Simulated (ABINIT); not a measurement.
# Equation of state of rutile-structure SnO2 (space group 136): energy against volume (ABINIT, PBE)

```
CELL_PARAMETERS angstrom
      4.65572     0.00000     0.00000
      0.00000     4.65572     0.00000
      0.00000     0.00000     3.13328
ATOMIC_POSITIONS crystal
  Sn 0.00000 0.00000 0.00000
  Sn 0.50000 0.50000 0.50000
  O  0.30700 0.30700 0.00000
  O  0.80700 0.19300 0.50000
  O  0.19300 0.80700 0.50000
  O  0.69300 0.69300 0.00000
```

Method of the run: PBE, norm-conserving pseudopotentials (PseudoDojo nc-sr-05 PBE standard) (plane waves; ABINIT). Settings: pseudos = [Sn.upf, O.upf]; ecut = 1497 eV; occopt = 3; tsmear = 0.01 eV; ngkpt = 6 6 8; nshiftk = 1; shiftk = 0 0 0; potentials = PseudoDojo nc-sr-05 PBE standard; nband = 34; kptopt = 1; nstep = 50; tolvrs = 1e-10. The cell above is the first row's. The rows scale it uniformly. In all rows fractional positions and the k mesh are held. E is the free energy at the stated smearing, counted from the lowest row.

| V (Å^3/atom) | E (meV/atom) |
|---|---|
| 11.319 | ? |
| 11.565 | 52.86 |
| 11.811 | 28.83 |
| 12.058 | 12.54 |
| 12.304 | 3.19 |
| 12.550 | 0.00 |
| 12.796 | 2.32 |
| 13.042 | 9.53 |
| 13.288 | 21.10 |

Fit E of the 8 rows that show it with the third-order Birch-Murnaghan form, a cubic in V^(-2/3). With u = V^(-2/3) - 0.187, the rows have u = 0.008540, 0.005816, 0.003173, 0.000630, -0.001830, -0.004211, -0.006517, -0.008751. Least squares gives E = 1.831 + 1857.85·u + 473114·u² + 1049031·u³. Residuals (row less fit): 0.005, -0.016, 0.017, 0.001, -0.009, 0.001, 0.003, -0.001; standard error 0.013 (degrees of freedom: 4). Its minimum lies at u = -0.001976, so V0 = (0.185024)^(-3/2) = 12.56. There d²E/du² = 933800 and d³E/du³ = 6294000, so B0 = (4/9) × 12.56^(-7/3) × 933800 × 0.160218 = 181 GPa (the last factor turns the table's units into GPa), and B0' = 4 + (2/3) × 0.185024 × (6294000)/933800 = 4.8. The program's pressures in the fitted runs (not shown) pass through zero at V = 12.56, 0.02 % from this V0.

Problem. Predict the withheld E at V = 11.319 from the fit, and compare with the calculation.

Solution. u = 0.011363, so E = 1.831 + 1857.85 × 0.011363 + 473114 × 0.011363² + 1049031 × 0.011363³ = 85.568 meV/atom. The calculation gives 85.60 meV/atom, 0.032 meV/atom above the prediction (under 0.05 % of the range of E in the table). The row lies outside the fitted rows, so this is an extrapolation. From the scatter of the fitted rows alone, a prediction at this place has a standard error of 0.038 meV/atom, so the miss is 0.8 times that.

Carrying the step between the two nearest rows on in a straight line would have given 76.89, off by 8.71; series whose last step already gives the withheld value aren't shown. The scan was laid around a cell of about the measured size, scaled by a guess for this functional; axis ratios and inner coordinates come from that cell. The runs keep the symmetry of the cell, so they don't test it for distortions. The PBE file for Sn was generated anew from PseudoDojo's inputs, some of which were changed. The shape of the cell and the inner coordinates aren't relaxed, so V0 and B0 belong to this uniform scaling; a relaxed crystal lies no higher in energy and is usually softer (forces reach 0.48 eV/Å in these rows). Cutoffs and mesh are single choices, not tested for convergence of this quantity. Series with a scatter that would blur these digits, or in which a gap closes, are not shown. Nor are scans whose minimum lies at an end fitted in this form.
